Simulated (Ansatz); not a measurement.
ScSnCN (model structure, started from the AlSiCN type, P3m1, No. 156, 4 atoms in the cell), treated with r²SCAN (PAW; Ansatz, a program for electronic structure).

Numerical settings: plane-wave cutoff 560 eV, 12×12×6 k mesh (along the axes of the cell as run), Fermi–Dirac smearing 0.01 eV, scalar-relativistic PAW data made under PBE.

Cell (relaxed with PBEsol):

```
ScSnCN
1.0
    3.57543     0.00000     0.00000
   -1.78772     3.09641     0.00000
    0.00000     0.00000     5.40588
Sc Sn C N
1 1 1 1
Cartesian
  0.00000   2.06428   2.85112
  1.78772   1.03214   5.44541
  0.00000   2.06428   0.59463
  1.78772   1.03214   3.27201
```

**Question.** Predict the band gap.

**Answer.** 
- band gap = 2.27 eV

Note: the relaxation could raise the start's symmetry but not lower it, so the cell can be a saddle point; cell and atoms aren't relaxed at this level (largest force component 0.15 eV/Å, pressure 1.9 GPa).

Spin–orbit coupling is not included.

The computed numbers hold no vibrational or temperature effects.

The result took very roughly 24 core-seconds.

A model structure was made by putting elements into a prototype or built by hand; it is no filed structure, need not be a known phase, and can be a saddle point held by its symmetry.
